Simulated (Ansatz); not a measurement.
## ZnSe under a change: isotropic strain +0.50 %

Start from ZnSe in the zinc blende structure (space group F-43m, No. 216; a = 5.568 Å).

The change: an isotropic linear strain of +0.50 %; the atoms relax in the strained cell.

The values are results of DFT with LDA, PAW potentials and a 420 eV plane-wave cutoff in Ansatz (a first-principles code), scalar-relativistic without spin-orbit coupling, not measurements. Γ-centred 10×10×10 mesh, Fermi–Dirac width 0.05 eV.

The volume per atom goes up by 0.33 Å³ (21.57 Å³ → 21.90 Å³) and the space group is still F-43m (No. 216). The shortest interatomic distance rises by 0.023 bohr to 4.579 bohr and the energy grows by 1.1 meV/atom. The band gap shrinks by 0.06 eV, from 1.25 eV to 1.19 eV and the gap character remains direct at Γ. The electron mass becomes 0.087 mₑ (at Γ) (base: 0.090 mₑ (at Γ)) and the valley order (the lowest conduction-band minima on the path, energy above the VBM, named in the base's zone) goes from Γ 1.25 eV; L along ⟨111⟩ 2.45 eV; X along ⟨100⟩ 2.69 eV to Γ 1.19 eV; L along ⟨111⟩ 2.42 eV; X along ⟨100⟩ 2.73 eV.

Masses are band curvatures over ±0.01 Å⁻¹ around the edge. Stability against distortions was not tested.
